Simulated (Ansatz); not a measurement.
```xyz
2
Lattice="0.0000 3.1214 3.2150 3.1214 0.0000 3.2150 3.1214 3.1214 0.0000" Properties=species:S:1:pos:R:3 pbc="T T T"
K      0.0000     0.0000     0.0000
Cl     3.1214     3.1214     3.2150
```

No spin polarisation.

Method: PBEsol (Ansatz, a quantum-chemistry and plane-wave program), no SOC. k-mesh 9×9×9 (Γ-centred); smearing 0.05 eV (Fermi–Dirac).

**Question.** Predict the stress, electron mass, valence-band top at Γ and space group.

**Answer.** 
* **Stress (xx, yy, zz, yz, xz, xy; compression positive)**: (-0.17, -0.17, -1.03, 0.00, 0.00, 0.00) GPa
* **Electron mass**: 0.42 mₑ along z, 0.45 mₑ across (at Γ)
* **Valence-band top at Γ (three highest levels, from the VBM)**: 0.00, 0.00, -0.02 eV
* **Space group**: I4/mmm (No. 139)

The levels and masses belong to the bands next to the band gap. The cells carry an imposed strain or load. Effective masses come from finite differences of ±0.01 Å⁻¹. Stability against distortions was not tested. The cell was made from KCl in the rock salt structure (space group Fm-3m, No. 225) by this change: uniaxial strain ε_zz = +3.00 %.
